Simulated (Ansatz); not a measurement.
## MoS2 in the 2H-MoS2 type structure (space group P6_3/mmc, No. 194; layered, stacked along the Cartesian z axis)

```yaml
crystal:
  lattice:
    - [3.17320, 0.00000, 0.00000]
    - [-1.58660, 2.74807, 0.00000]
    - [0.00000, 0.00000, 12.43700]
  atoms:
    - { symbol: Mo, position: [0.33333, 0.66667, 0.25000] }
    - { symbol: Mo, position: [0.66667, 0.33333, 0.75000] }
    - { symbol: S, position: [0.33333, 0.66667, 0.62490] }
    - { symbol: S, position: [0.66667, 0.33333, 0.12490] }
    - { symbol: S, position: [0.66667, 0.33333, 0.37510] }
    - { symbol: S, position: [0.33333, 0.66667, 0.87510] }
```

Calculations: plane-wave PAW DFT at the r2SCAN+rVV10 level (Ansatz, a program for electronic structure, 500 eV), no SOC, earlier PAW set. k-mesh 12×12×3 (Γ-centred); smearing 0.05 eV (Fermi–Dirac).

```yaml
volume_per_atom: 18.08 Å³
density: 4.90 g/cm³
band_gap: 1.01 eV, indirect, Γ → K–Γ (47 % along)
hole_mass: 0.87 mₑ along c, 0.69 mₑ across
total_energy: -2259.875 eV/atom (σ→0; compares only within this code and set-up)
```

Masses are band curvatures over ±0.01 Å⁻¹ around the edge. Gaps are read on the SCF mesh and a high-symmetry path. Stability against distortions was not tested.
